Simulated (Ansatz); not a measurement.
## A computed series for Y: response to strain

Consider Y in the hcp (Mg type) structure (space group P6_3/mmc, No. 194; a = 3.594 Å, c = 5.610 Å; relaxed with 0.1 eV smearing).

Strains are applied to the cell and any free atomic positions relax.

All numbers come from PBEsol/PAW in Ansatz (an electronic-structure program), without spin-orbit coupling.

Candidates:
(a) isotropic strain +3.00 %
(b) isotropic strain −1.50 %
(c) isotropic strain −2.00 %

Notes on the quantities. energy relative to the base: free energy F.

Q: Order them by energy relative to the base, lowest first.

A: (b) isotropic strain −1.50 % (+8.6 meV/atom), (c) isotropic strain −2.00 % (+15 meV/atom), (a) isotropic strain +3.00 % (+32 meV/atom)

Whether these cells are dynamically stable was not tested. All final runs are without spin polarisation.
